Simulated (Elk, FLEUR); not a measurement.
An Elk input for a self-consistent single point of Ti3Si (Fm-3m, 4 atoms in the cell) (DFT, LDA (PW92), all-electron FP-LAPW, Elk's shipped species files, APW+lo basis with extra local orbitals):

```
tasks
  0

xctype
  3

spinpol
  .true.

reducebf
  0.5

rgkmax
  8.0

gmaxvr
  16.0

nxlo
  2

lorbcnd
  .true.

lmaxi
  3

nempty
  12

stype
  3

swidth
  0.00183747

scale
  8.588085484

avec
    0.0000000000    0.7071067812    0.7071067812
    0.7071067812    0.0000000000    0.7071067812
    0.7071067812    0.7071067812    0.0000000000

atoms
  2   : nspecies
  'Ti.in'   : spfname
  3   : natoms; atposl, bfcmt below
  0.7500000000  0.7500000000  0.7500000000    0.0 0.0 0.0
  0.2500000000  0.2500000000  0.2500000000    0.0 0.0 0.0
  0.0000000000  0.0000000000  0.0000000000    0.0 0.0 -0.25
  'Si.in'   : spfname
  1   : natoms; atposl, bfcmt below
  0.5000000000  0.5000000000  0.5000000000    0.0 0.0 0.0

ngridk
  7 7 7
```

Q: Translate this input to FLEUR.

A: One input that does it (others would too):

Input of the input generator:

```
Ti3Si crystal
&input film=f /
0.0000000000 6.0726934830 6.0726934830
6.0726934830 0.0000000000 6.0726934830
6.0726934830 6.0726934830 0.0000000000
1.0
1.0 1.0 1.0

4
22 0.7500000000 0.7500000000 0.7500000000 : 0.00
22 0.2500000000 0.2500000000 0.2500000000 : 0.00
22 0.0000000000 0.0000000000 0.0000000000 : 1.00
14 0.5000000000 0.5000000000 0.5000000000 : 0.00

&comp jspins=2 /
&exco xctyp='pz' /
&kpt div1=7 div2=7 div3=7 /
&end /
```

```xml
<?xml version="1.0" encoding="UTF-8" standalone="no"?>
<fleurInput fleurInputVersion="0.39">
   <comment>
      Ti3Si crystal                                                                                       
   </comment>
   <calculationSetup>
      <cutoffs Kmax="4.2" Gmax="14.7" GmaxXC="14.7" numbands="0"/>
      <scfLoop itmax="80" minDistance="0.00001" maxIterBroyd="99" imix="Anderson" alpha="0.05" precondParam="0.0" spinf="2.0"/>
      <coreElectrons ctail="T" frcor="F" kcrel="0" coretail_lmax="0"/>
      <xcFunctional name="pz" relativisticCorrections="F"/>
      <magnetism jspins="2"/>
      <soc l_soc="F" theta="0.0" phi="0.0" spav="F"/>
      <expertModes spex="0" secvar="F"/>
      <geometryOptimization l_f="T" forcealpha="1.0" forcemix="BFGS" epsdisp="0.00001" epsforce="0.00001"/>
      <ldaU l_linMix="F" mixParam="0.05" spinf="1.0"/>
   </calculationSetup>
   <cell>
      <bzIntegration valenceElectrons="40.0" mode="hist" fermiSmearingEnergy="0.00183747">
         <kPointListSelection listName="default-1"/>
         <!-- k-points included here -->
         <xi:include xmlns:xi="http://www.w3.org/2001/XInclude" href="kpts.xml"> </xi:include>
      </bzIntegration>
      <!-- symmetry operations included here -->
      <xi:include xmlns:xi="http://www.w3.org/2001/XInclude" href="sym.xml"> </xi:include>
      <bulkLattice scale="1.0">
         <bravaisMatrix>
            <row-1>    0.0000000000000000     6.0726934830000001     6.0726934830000001</row-1>
            <row-2>    6.0726934830000001     0.0000000000000000     6.0726934830000001</row-2>
            <row-3>    6.0726934830000001     6.0726934830000001     0.0000000000000000</row-3>
         </bravaisMatrix>
      </bulkLattice>
   </cell>
   <atomSpecies>
      <species name="Titanium (Ti)" element="Ti" atomicNumber="22">
         <mtSphere radius="2.45" gridPoints="847" logIncrement="0.014"/>
         <atomicCutoffs lmax="10" lnonsphr="8"/>
         <electronConfig flipSpins="F">
            <coreConfig>(1s1/2) (2s1/2) (2p1/2) (2p3/2)</coreConfig>
            <valenceConfig>(3s1/2) (3p1/2) (3p3/2) (4s1/2) (3d3/2) (3d5/2)</valenceConfig>
            <stateOccupation state="(3d3/2)" spinUp="0.4" spinDown="0.4"/>
            <stateOccupation state="(3d5/2)" spinUp="0.6" spinDown="0.6"/>
         </electronConfig>
         <energyParameters s="4" p="4" d="3" f="4"/>
         <lo type="SCLO" l="0" n="3" eDeriv="0"/>
         <lo type="SCLO" l="1" n="3" eDeriv="0"/>
      </species>
      <species name="Titanium (1.000" element="Ti" atomicNumber="22">
         <mtSphere radius="2.45" gridPoints="847" logIncrement="0.014"/>
         <atomicCutoffs lmax="10" lnonsphr="8"/>
         <electronConfig flipSpins="F">
            <coreConfig>(1s1/2) (2s1/2) (2p1/2) (2p3/2)</coreConfig>
            <valenceConfig>(3s1/2) (3p1/2) (3p3/2) (4s1/2) (3d3/2) (3d5/2)</valenceConfig>
            <stateOccupation state="(3d3/2)" spinUp="0.4" spinDown="0.4"/>
            <stateOccupation state="(3d5/2)" spinUp="1.1" spinDown="0.1"/>
         </electronConfig>
         <energyParameters s="4" p="4" d="3" f="4"/>
         <lo type="SCLO" l="0" n="3" eDeriv="0"/>
         <lo type="SCLO" l="1" n="3" eDeriv="0"/>
      </species>
      <species name="Silicon (Si)" element="Si" atomicNumber="14">
         <mtSphere radius="1.93" gridPoints="669" logIncrement="0.017"/>
         <atomicCutoffs lmax="8" lnonsphr="6"/>
         <electronConfig flipSpins="F">
            <coreConfig>(1s1/2) (2s1/2) (2p1/2) (2p3/2)</coreConfig>
            <valenceConfig>(3s1/2) (3p1/2) (3p3/2)</valenceConfig>
            <stateOccupation state="(3p1/2)" spinUp="0.3333333333" spinDown="0.3333333333"/>
            <stateOccupation state="(3p3/2)" spinUp="0.6666666667" spinDown="0.6666666667"/>
         </electronConfig>
         <energyParameters s="3" p="3" d="3" f="4"/>
      </species>
   </atomSpecies>
   <atomGroups>
      <atomGroup species="Titanium (Ti)">
         <relPos label="                   1">-1.000/4.000 -1.000/4.000 -1.000/4.000</relPos>
         <relPos label="                   2">1.000/4.000 1.000/4.000 1.000/4.000</relPos>
         <force calculate="T" relaxXYZ="TTT"/>
      </atomGroup>
      <atomGroup species="Titanium (1.000">
         <relPos label="                   3">.0000000000 .0000000000 .0000000000</relPos>
         <force calculate="T" relaxXYZ="TTT"/>
      </atomGroup>
      <atomGroup species="Silicon (Si)">
         <relPos label="                   4">1.000/2.000 1.000/2.000 1.000/2.000</relPos>
         <force calculate="T" relaxXYZ="TTT"/>
      </atomGroup>
   </atomGroups>
   <output dos="F" band="F" slice="F">
      <checks vchk="F" cdinf="F"/>
      <bandDOS minEnergy="-.5*Htr" maxEnergy="0.5*Htr" sigma="0.015" storeEVData="T"/>
      <vacuumDOS vacdos="F" integ="F" star="F" nstars="0" locx1="0.0" locy1="0.0" locx2="0.0" locy2="0.0" nstm="0" tworkf="0.0"/>
      <unfoldingBand unfoldBand="F" supercellX="1" supercellY="1" supercellZ="1"/>
      <plotting iplot="0" polar="F">
         <plot TwoD="T" vec1="  1.0  0.0  0.0" vec2="  0.0  1.0  0.0" vec3="  0.0  0.0  1.0" zero="  0.0  0.0  0.0" file="plot"/>
      </plotting>
      <chargeDensitySlicing numkpt="0" minEigenval="0.0" maxEigenval="0.0" nnne="0" pallst="F"/>
      <specialOutput eonly="F"/>
      <magneticCircularDichroism mcd="F" energyLo="-10.0" energyUp="0.0"/>
   </output>
  <!-- We include the file relax.xml here to enable relaxations (see documentation) -->
  <xi:include xmlns:xi="http://www.w3.org/2001/XInclude" href="relax.xml"> <xi:fallback/> </xi:include>
</fleurInput>
```

Basis, cutoffs, solver keys and any potentials are the target program's own. This input uses DFT, LDA (Perdew-Zunger), all-electron FLAPW (FLEUR), scalar-relativistic valence. LDA parametrisations can differ slightly between programs. Both were run: size of the net moment 0.30 μB/atom in Elk and 0.28 in FLEUR.

On Elk: the starting cell comes from a database of computed structures (which also holds hypothetical and non-ambient phases and stackings), without a prior relaxation at this level. Its lattice was rescaled by a random factor within 2.5 % of one. With one magnetic atom in the cell only a parallel order is possible. Values depend on the basis (sphere radii, cutoffs, local orbitals), which need not be converged.

On FLEUR: the starting cell comes from a database of computed structures (which also holds hypothetical and non-ambient phases and stackings), without a prior relaxation at this level. Its lattice was rescaled by a random factor within 2.5 % of one. With one magnetic atom in the cell only a parallel order is possible. Values depend on the basis (sphere radii, cutoffs, local orbitals), which need not be converged.
